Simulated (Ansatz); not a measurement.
PrSi2 (I4₁/amd, No. 141) was calculated with r²SCAN-D4 in Ansatz (PAW).

Run with plane-wave cutoff 500 eV, 14×14×14 k mesh, Fermi–Dirac smearing 0.05 eV, spin-polarised start, scalar-relativistic PAW data made under PBE.

Computed at the level's own relaxed cell.

**Question.** Estimate the volume per atom, lattice parameter a and lattice parameter c that the calculation returns.

**Answer.** 
volume per atom: 20.57 Å³/atom
lattice parameter a: 4.266 Å
lattice parameter c: 13.559 Å

Note: the magnetic order was assumed, not searched for or taken from measurement; the 4f shell is treated without U or exact exchange, so its levels and filling can be wrong.

Spin–orbit coupling is not included.

Static lattice: no zero-point or thermal effects.

Ansatz is a program for electronic structure.
